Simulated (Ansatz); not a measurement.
Consider MgAl2C2 (space group P-3m1, No. 164; a = 3.3754 Å, c = 5.7737 Å; a cell from a computed database, its experimental status unchecked).

Method: plane-wave PAW DFT at the PBEsol level (Ansatz, an electronic-structure program, 420 eV), no SOC.

For the base:

The density is 2.98 g/cm³.

Perturbation: cell and atoms relaxed at a pressure of 7 GPa.

### Question
Predict the new density.

### Answer
The density goes up by 0.145 g/cm³, from 2.98 g/cm³ to 3.13 g/cm³.

Load acts through the strain it causes; cell and atoms are relaxed under it. Whether these cells are dynamically stable was not tested. No other phases were tried under pressure.
